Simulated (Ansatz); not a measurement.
We consider LaF (P6₃/mmc, No. 194, 4 atoms in the cell; start mp-1184996), described by PBE (Ansatz, a program for electronic structure, plane waves, PAW).

Settings: plane-wave cutoff 520 eV, 18×18×10 k mesh (along the axes of the cell as run), Fermi–Dirac smearing 0.05 eV, scalar-relativistic PAW data made under PBE.

Cell (relaxed at this level):

```
LaF
1.0
    4.33567     0.00000     0.00000
   -2.16783     3.75480     0.00000
    0.00000     0.00000     5.50698
La F
2 2
Direct
  0.33333   0.66667   0.25000
  0.66667   0.33333   0.75000
  0.33333   0.66667   0.75000
  0.66667   0.33333   0.25000
```

Question: Estimate the bulk modulus B0 that the calculation returns.

Answer: 
- bulk modulus B0 = 50.2 GPa

The run finds no gap.

Note: the bulk modulus is −V dP/dV from two relaxed cells at ±2 % in volume; the relaxation could not lower the start's symmetry, so the cell can be a saddle point above a distorted one.

Spin–orbit coupling is not included; it can open a gap where bands touch, and shift volumes and moduli.

The result took roughly 4 core-minutes.

A start named mp-… is a Materials Project structure, which need not be a measured phase.
